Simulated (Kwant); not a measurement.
Device: wire with a row of barriers in a Si two-dimensional gas. Effective mass 0.19 mₑ, grid spacing 4.2 nm, hard walls, nominal width 100 nm (23 grid rows, so walls 100.8 nm apart), one parabolic valley, scattering region 420 nm long along x; energies count from the band bottom; Fermi energy swept from 0.00015833 to 0.0018802 eV. 2 barrier(s) across the wire, height 0.0028 eV, thickness 16.8 nm (about 4 grid columns), spaced by 67.2 nm.

Constants are typed, rounded textbook-type inputs, not results; the design itself was drawn at random and stands for no fabricated device.

Computed with Kwant: effective-mass tight-binding model on a square grid, one spin, coherent transport at 0 K. Conductance is in e²/h.

**Question.** How many channels do the leads carry at E = 0.971 meV?

**Answer.** The hard-wall thresholds are n² ħ²π²/(2mW²) = n² × 0.195 meV with W = 100.8 nm. √(0.971/0.195) = 2.23, so 2.
